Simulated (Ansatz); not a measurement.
Levels about the gap of amorphous Si30N40Li (71 atoms in a cell of 795 Å³, 2.95 g/cm³; zone centre alone, so wide bands show as single levels with stretches between that a denser mesh fills), at the geometry that PBE relaxed, where it gives -0.8 GPa on a denser mesh. The participation number counts the atoms over which a state spreads; weights are charges in smoothed Voronoi cells. The levels come from a single point, so bond lengths are those of that geometry. Method of the levels: PBE, scalar-relativistic without spin-orbit coupling (Ansatz, a program for electronic structure). Sampling: the zone centre alone; Fermi-Dirac width 0.02 eV; collinear spin, started from a total moment of 1 μB (at the end a net moment of 1.0 μB). The usual formal charges leave 1 electrons over, so the level spacing at the Fermi energy parts defect or band states and needn't be the band gap. In the spin-polarised cell the level spacing at the Fermi energy can part levels of unlike spin. At PBE the levels at the filled edge of the gap are localised (band-tail or defect states), and the nearest spread-out levels lie 2.5 eV apart at the zone centre.

The cell was made by melting and quenching with the CHGNet potential and then relaxed with DFT. N atoms were pushed apart under 1.9 Å during the dynamics, to hinder bonds among them. The hot cell started wider than the set density and was brought back towards it in steps. It is the lowest in DFT energy of 2 quenches. It is a model cell: composition and starting density were chosen by hand, and all elements were melted together. No dispersion term was used. Its density started from a set value of 2.95 and ended at 2.95 g/cm³. The quench (nominally 450 K/ps over its main leg) was far faster than any real one, so the model tends to hold more defects than a real film. Values belong to this one cell and scatter from quench to quench. The volume was held where the preparation left it, at a PBE pressure of -0.8 GPa (tension). Stress components on the final sampling reach 7.6 GPa. On a 2×2×2 Γ-centred mesh force components of up to 0.14 eV/Å stay, since the relaxation ran on the zone centre alone.

| E - E(highest filled), eV | filling | spin | participation number | largest on | weight N | weight Si | weight Li |
|---|---|---|---|---|---|---|---|
| -1.46 | filled | up | 18.4 | N, 3 neighbours | 0.88 | 0.11 | 0.01 |
| -1.43 | filled | dn | 19.3 | N, 3 neighbours | 0.89 | 0.10 | 0.01 |
| -1.35 | filled | up | 9.6 | N, 3 neighbours | 0.88 | 0.11 | 0.01 |
| -1.33 | filled | dn | 8.9 | N, 3 neighbours | 0.88 | 0.11 | 0.01 |
| -1.23 | filled | up | 5.3 | N, 2 neighbours | 0.89 | 0.11 | 0.00 |
| -1.22 | filled | dn | 5.2 | N, 2 neighbours | 0.89 | 0.11 | 0.00 |
| 0.00 | filled | up | 4.5 | Si, 3 neighbours | 0.44 | 0.56 | 0.00 |
| 1.08 | empty | dn | 22.3 | Si, 3 neighbours | 0.47 | 0.53 | 0.01 |
| 1.35 | empty | up | 41.7 | Si, 3 neighbours | 0.49 | 0.51 | 0.01 |
| 1.67 | empty | dn | 10.9 | Si, 3 neighbours | 0.41 | 0.59 | 0.00 |
| 1.82 | empty | up | 14.9 | Si, 4 neighbours | 0.42 | 0.57 | 0.00 |
| 1.83 | empty | dn | 16.0 | Si, 4 neighbours | 0.42 | 0.57 | 0.00 |
| 1.90 | empty | up | 29.0 | Si, 4 neighbours | 0.42 | 0.57 | 0.01 |
| 1.92 | empty | dn | 32.6 | Si, 4 neighbours | 0.42 | 0.57 | 0.01 |

Most localised among these is the filled level at +0.00 eV, on a Si atom, which has 3 neighbours (N 1.75 Å, N 1.80 Å, N 1.83 Å).
